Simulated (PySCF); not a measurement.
PySCF 2.14.0, PBE/def2-svp, df: Mg(Cl)(SH)(OH2)2 ([OH2]->[Mg](<-[OH2])([SH])[Cl]), 10 atoms. The geometry is a generated start, not checked to be a minimum at this level.

- task: energy
- method: pbe
- basis: def2-svp
- two-electron scheme: density fitting
- mol.max_memory: 3000 MB
- mf.max_cycle: 100
- mf.conv_tol: 1e-09 (default)
- mf.grids.level: 3 (default)
- basis functions: 107
- grid points: 133544

```xyz
10

Mg     0.3700     0.0483    -0.1682
Cl     1.9349    -1.3050    -1.0982
S      0.3999     1.8434     1.3918
H      0.6211     1.0402     2.4171
O     -0.8066     1.2489    -1.4238
H     -1.0081     1.5565    -2.3152
H     -1.0086     1.9569    -0.7959
O     -0.2665    -1.7687     0.6790
H     -0.6999    -2.4764     1.1703
H      0.4638    -2.1441     0.1432
```

With the defaults (mf.DIIS = CDIIS, mf.diis = true, mf.damp = 0, mf.diis_start_cycle = 1, mf.diis_damp = 0, mf.level_shift = 0, mf.diis_space = 8, mf.init_guess = minao) it converges in 13 Fock builds. One run each on 2 threads, 1 BLAS thread, with these changes:
- mf.diis = false, mf.damp = 0.7, mf.diis_start_cycle = 999
- mf.diis_space = 3
- mf.init_guess = 1e
- mf.level_shift = 0.3 Hartree
- mf.init_guess = sap
- mf.DIIS = EDIIS
- mf.level_shift = 1 Hartree
- mf.diis_damp = 0.3
- mf.diis = false

Q: Which of these changes keep the SCF from converging, or lead it to another solution?

A: No convergence: mf.DIIS = EDIIS; mf.diis = false (the run ends without SCF convergence in 100 cycles). The rest reach the solution of the defaults.

```
setting                                                    Fock builds             end
---------------------------------------------------------  -----------  --------------
mf.diis_damp = 0.3                                                  12   same solution
the defaults                                                        13   same solution
mf.init_guess = sap                                                 17   same solution
mf.diis_space = 3                                                   20   same solution
mf.level_shift = 0.3 Hartree                                        20   same solution
mf.init_guess = 1e                                                  21   same solution
mf.diis = false, mf.damp = 0.7, mf.diis_start_cycle = 999           24   same solution
mf.level_shift = 1 Hartree                                          51   same solution
mf.DIIS = EDIIS                                                    101  no convergence
mf.diis = false                                                    101  no convergence
```
